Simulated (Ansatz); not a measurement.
**Effect of isotropic strain −3.00 % on HfO2**

The reference is HfO2 in the fluorite structure (space group Fm-3m, No. 225; a = 5.001 Å).

Modification: an isotropic linear strain of −3.00 %, atoms relaxed at fixed cell.

All numbers come from LDA, PAW, 420 eV (Ansatz, a first-principles code; spin-orbit coupling left out). Γ-centred 11×11×11 mesh, Fermi–Dirac width 0.05 eV.

The volume per atom decreases by 0.91 Å³ (10.42 Å³ → 9.51 Å³) and the space group remains Fm-3m (No. 225). The shortest interatomic distance decreases by 6.5 pm to 210.1 pm and the energy rises by 82 meV/atom. The pressure goes from zero to 31.24 GPa and the band gap goes up by 0.204 eV, from 3.66 eV to 3.87 eV. The gap character stays direct at X and the mean gap deformation potential ΔEg/Δln V comes out as -2.2 eV. The width of the top valence band rises by 0.10 eV, from 1.90 eV to 2.00 eV and the electron mass becomes 0.98 mₑ along k, 0.65 mₑ across (at X) (base: 1.1 mₑ along k, 0.68 mₑ across (at X)). The hole mass goes from 0.28 mₑ along k, 3.0 mₑ across (at X) to 0.28 mₑ along k, 2.7 mₑ across (at X).

Final structure:

```
CELL_PARAMETERS angstrom
      0.00000     2.42550     2.42550
      2.42550     0.00000     2.42550
      2.42550     2.42550     0.00000
ATOMIC_POSITIONS crystal
  Hf 0.00000 0.00000 0.00000
  O  0.25000 0.25000 0.25000
  O  0.75000 0.75000 0.75000
```

With Hf present, leaving out spin-orbit coupling can change the band edges. Effective masses come from finite differences of ±0.01 Å⁻¹. Along k means along the line from Γ to the band edge. No phonon test of stability was made. This is not the structure that HfO2 has at room temperature and ambient pressure.
